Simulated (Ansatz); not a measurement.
Consider Ge in the diamond structure (space group Fd-3m, No. 227; a = 5.6222 Å).

Computed with LDA in Ansatz (plane waves to 420 eV, PAW, no SOC).

Base values:

The band gap is zero and the pressure is 0.0 GPa.

It is then changed as follows: the cell is scaled by 1.0200 in all directions; the atoms relax in the strained cell.

Q: What happens to the energy relative to the base, band gap and pressure?

A: The energy grows by 17 meV/atom; the band gap is still zero; the pressure goes from zero to -3.7 GPa.

No phonon test of stability was made. The zero or small gap of Ge can change with the level of theory.

Ansatz is a quantum-chemistry and plane-wave program.
